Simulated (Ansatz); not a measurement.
# Response to strain in SnTe

Base system: SnTe in the rock salt structure (space group Fm-3m, No. 225; a = 6.370 Å).

Strains are applied to the cell and any free atomic positions relax.

Level of theory: plane-wave PAW DFT at the r2SCAN level (Ansatz, a program for electronic structure, 500 eV), no spin-orbit coupling.

Notes on the quantities. energy relative to the base: free energy F.

```json
[
 {"isotropic strain (%)": "0", "energy relative to the base (meV/atom)": "0.0"},
 {"isotropic strain (%)": "0.5", "energy relative to the base (meV/atom)": "1.0"},
 {"isotropic strain (%)": "1", "energy relative to the base (meV/atom)": "3.9"},
 {"isotropic strain (%)": "1.5", "energy relative to the base (meV/atom)": "?"},
 {"isotropic strain (%)": "2", "energy relative to the base (meV/atom)": "15.0"},
 {"isotropic strain (%)": "2.5", "energy relative to the base (meV/atom)": "23.0"},
 {"isotropic strain (%)": "3", "energy relative to the base (meV/atom)": "32.6"}
]
```

Task: Fit ΔE = Aε² + Bε³ (ε in %) to the rows shown and predict the withheld row.

Result: Least squares on the printed values gives A = 4.00 and B = -0.13 meV/atom (largest residual 0.0 meV/atom); this predicts 8.6 meV/atom, and the run gives 8.5 meV/atom, in agreement.

Stability against distortions was not tested.
